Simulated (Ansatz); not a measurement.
Results of r²SCAN (PAW; Ansatz, a program for electronic structure) for SiO₂ (P4₃2₁2, No. 96, 36 atoms in the cell; start mp-559872).

Run with plane-wave cutoff 560 eV, 4×4×4 k mesh, Fermi–Dirac smearing 0.01 eV, scalar-relativistic PAW data made under PBE.

Cell (relaxed at this level):

```cif
data_O24Si12
_chemical_formula_sum 'Si12 O24'
_space_group_name_H-M_alt 'P 1'
_space_group_IT_number 1
_cell_length_a 7.52729
_cell_length_b 7.52729
_cell_length_c 8.64761
_cell_angle_alpha 90.000
_cell_angle_beta 90.000
_cell_angle_gamma 90.000
loop_
_space_group_symop_operation_xyz
  'x, y, z'
loop_
_atom_site_label
_atom_site_type_symbol
_atom_site_fract_x
_atom_site_fract_y
_atom_site_fract_z
_atom_site_occupancy
Si1 Si 0.91507 0.08493 0.25000 1
Si2 Si 0.41507 0.41507 0.00000 1
Si3 Si 0.08493 0.91507 0.75000 1
Si4 Si 0.58493 0.58493 0.50000 1
Si5 Si 0.38058 0.82516 0.99885 1
Si6 Si 0.67484 0.88058 0.74885 1
Si7 Si 0.61942 0.17484 0.49885 1
Si8 Si 0.32516 0.11942 0.24885 1
Si9 Si 0.88058 0.67484 0.25115 1
Si10 Si 0.17484 0.61942 0.50115 1
Si11 Si 0.11942 0.32516 0.75115 1
Si12 Si 0.82516 0.38058 0.00115 1
O1 O 0.37525 0.94249 0.15380 1
O2 O 0.55751 0.87525 0.90380 1
O3 O 0.62475 0.05751 0.65380 1
O4 O 0.44249 0.12475 0.40380 1
O5 O 0.87525 0.55751 0.09620 1
O6 O 0.05751 0.62475 0.34620 1
O7 O 0.12475 0.44249 0.59620 1
O8 O 0.94249 0.37525 0.84620 1
O9 O 0.38081 0.61639 0.45234 1
O10 O 0.88361 0.88081 0.20234 1
O11 O 0.61919 0.38361 0.95234 1
O12 O 0.11639 0.11919 0.70234 1
O13 O 0.88081 0.88361 0.79766 1
O14 O 0.38361 0.61919 0.04766 1
O15 O 0.11919 0.11639 0.29766 1
O16 O 0.61639 0.38081 0.54766 1
O17 O 0.79440 0.13602 0.39691 1
O18 O 0.36398 0.29440 0.14691 1
O19 O 0.20560 0.86398 0.89691 1
O20 O 0.63602 0.70560 0.64691 1
O21 O 0.29440 0.36398 0.85309 1
O22 O 0.86398 0.20560 0.10309 1
O23 O 0.70560 0.63602 0.35309 1
O24 O 0.13602 0.79440 0.60309 1
```

Give the computed band gap.


- band gap: 6.36 eV (on the SCF k mesh)

Note: the relaxation could not lower the start's symmetry, so the cell can be a saddle point above a distorted one.

Computed values are for the static lattice.

A start named mp-… is a Materials Project structure, which need not be a measured phase.
